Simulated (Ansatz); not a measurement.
Take SnSe₂ in the CdI2 type structure (space group P-3m1, No. 164; a = 3.826 Å, c = 6.231 Å; layered, stacked along the Cartesian z axis) as the base.

Levels (all Ansatz, an electronic-structure program, PAW): r2SCAN+rVV10 (500 eV, without spin-orbit coupling); HSE06 (420 eV, without spin-orbit coupling).

Its gap is 0.94 eV with r2SCAN+rVV10 and 1.34 eV with HSE06.

Now apply this change: every lattice vector is stretched by 5.32 %, atoms relaxed at fixed cell.

With r2SCAN+rVV10 the gap becomes 0.80 eV.

Problem. If the HSE06 correction stayed the same, what would the HSE06 gap be, and what does the HSE06 run give?

Solution. A rigid correction of +0.40 eV gives 1.20 eV. The HSE06 run gives 1.21 eV, so the two effects roughly add.

Single points use the geometry relaxed with r2SCAN+rVV10. HSE06 was sampled on its mesh, a few special points and the semilocal edge points, so its gap is an upper bound. The cells carry an imposed strain or load. Stability against distortions was not tested.
